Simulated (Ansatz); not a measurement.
Ta₂Sn₂O₇ (Fd-3m, No. 227, 22 atoms in the cell; start mp-3593; idealised structure) was calculated with r²SCAN in Ansatz (plane waves, PAW).

Numerical settings: plane-wave cutoff 560 eV, 6×6×6 k mesh, Fermi–Dirac smearing 0.01 eV, scalar-relativistic PAW data made under PBE.

Cell (relaxed with PBEsol):

```
CELL_PARAMETERS angstrom
      0.00000     5.30029     5.30029
      5.30029     0.00000     5.30029
      5.30029     5.30029     0.00000
ATOMIC_POSITIONS crystal
  Ta 0.62500 0.62500 0.62500
  Ta 0.12500 0.62500 0.62500
  Ta 0.62500 0.62500 0.12500
  Ta 0.62500 0.12500 0.62500
  Sn 0.12500 0.12500 0.12500
  Sn 0.62500 0.12500 0.12500
  Sn 0.12500 0.12500 0.62500
  Sn 0.12500 0.62500 0.12500
  O  0.25000 0.25000 0.25000
  O  0.00000 0.00000 0.00000
  O  0.56197 0.93803 0.56197
  O  0.31197 0.68803 0.68803
  O  0.93803 0.56197 0.93803
  O  0.68803 0.31197 0.31197
  O  0.56197 0.56197 0.93803
  O  0.68803 0.31197 0.68803
  O  0.93803 0.93803 0.56197
  O  0.31197 0.68803 0.31197
  O  0.93803 0.56197 0.56197
  O  0.68803 0.68803 0.31197
  O  0.56197 0.93803 0.93803
  O  0.31197 0.31197 0.68803
```

Task: Estimate the band gap, smallest direct gap on the k points sampled and direct gap at Γ that the calculation returns.

Result: 
- band gap = 1.61 eV
- smallest direct gap on the k points sampled = 1.77 eV
- direct gap at Γ = 1.86 eV

Note: cell and atoms aren't relaxed at this level (largest force component 0.03 eV/Å, pressure 1.3 GPa).

Spin–orbit coupling is not included.

It cost very roughly 2.9 core-minutes of CPU time.

A start named mp-… is a Materials Project structure, which need not be a measured phase.

Ansatz is a quantum-chemistry and plane-wave program.
